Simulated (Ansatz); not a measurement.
The parent structure is TiO$_{2}$ in the anatase structure (space group I4_1/amd, No. 141; a = 3.7698 Å, c = 9.5518 Å). Axes: x, y, z lie along a, b, c of the conventional cell.

Now apply this change: uniaxial stress, 3 GPa tension along x; all other stress components relax to zero.

Levels (all Ansatz, a program for electronic structure, PAW): PBEsol (420 eV, no SOC); r2SCAN (500 eV, no spin-orbit coupling); HSE06 (420 eV, no spin-orbit coupling).

At the geometry relaxed with PBEsol, these levels gave the following band gaps, in shuffled order: (a) 2.07 eV, (b) 2.49 eV, (c) 3.60 eV.

Match each gap to its level.

(a) PBEsol; (b) r2SCAN; (c) HSE06.

Single points use the geometry relaxed with PBEsol. The hybrid gap comes from the SCF mesh plus the semilocal run's edge points and a few special points and is an upper bound. Load acts through the strain it causes; cell and atoms are relaxed under it. Beyond what the load breaks, stability against distortions was not tested. All final runs are without spin polarisation.
